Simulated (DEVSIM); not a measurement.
Device: illuminated Si n-on-p cell, one wavelength, with a back-surface field, at 300 K.

| layer (left to right) | material | thickness (μm) | Nd (cm⁻³) | Na (cm⁻³) | τn (s) | τp (s) | absorption coefficient (cm⁻¹) |
|---|---|---|---|---|---|---|---|
| 1 | Si | 0.140 | 5.5e18 | - | 1.5e-6 | 3.8e-5 | 11000 |
| 2 | Si | 21.0 | - | 2.7e17 | 4.5e-5 | 4.5e-5 | 11000 |
| 3 | Si | 1.50 | - | 3.9e18 | 4.5e-5 | 4.5e-5 | 11000 |

Left contact: ohmic, minority hole recombination velocity 6000 cm/s. Right contact: ohmic, minority electron recombination velocity 1000 cm/s. Voltage is applied to the left contact. Recombination: SRH at mid-gap, radiative, Auger. Gap narrowing is on: ΔEg = 6.92 meV × (l + √(l² + 0.5)), l = ln(N/1.3e17 cm⁻³), shared equally by both band edges. Light enters at the left, 1.9e18 photons cm⁻² s⁻¹, one pass, no reflection. Mobility is μmin + (μ − μmin)/(1 + (N/Nref)^α).

This is a model device: material constants are rounded textbook-type values typed into the input, and sizes, dopings and lifetimes were drawn at random. Values at 300 K; Nc and Nv go as T^1.5, mobilities as T to minus their exponent, the gap by Varshni's rule with the affinity fixed.

```tsv
parameter	Si
gap (eV)	1.124
affinity (eV)	4.05
permittivity	11.7
Nc (cm⁻³)	2.86e19
Nv (cm⁻³)	3.1e19
μn (cm²/Vs)	1417
μp (cm²/Vs)	470
μn,min	52
μp,min	45
Nref,n	9.7e16
Nref,p	2.2e17
αn	0.68
αp	0.72
T exponent of μn	2.3
T exponent of μp	2.2
B (cm³/s)	4.7e-15
Cn (cm⁶/s)	2.8e-31
Cp (cm⁶/s)	9.9e-32
Varshni α (eV/K)	0.000473
Varshni β (K)	636
```

Model (solved in DEVSIM): 1D drift-diffusion, Boltzmann statistics, complete ionisation; no tunnelling, impact ionisation, image-force lowering or self-heating.

The temperature was swept, all else fixed.

| temperature (K) | dark forward voltage at 1 A/cm² (V) | potential step across the device at zero bias (V) | open-circuit voltage (V) | fill factor |
|---|---|---|---|---|
| 250 | 0.834 | 1.018 | 0.808 | 0.88 |
| 300 | 0.757 | 0.978 | 0.726 | 0.85 |
| 350 | 0.677 | 0.935 | 0.641 | 0.82 |
| 400 | 0.594 | 0.888 | 0.553 | 0.78 |
| 450 | 0.509 | 0.840 | 0.462 | 0.73 |
| 500 | 0.421 | 0.789 | 0.369 | 0.66 |

From the first row to the last the dark forward voltage at 1 A/cm² goes from 0.834 to 0.421. From the first row to the last the potential step across the device at zero bias goes from 1.018 to 0.789.
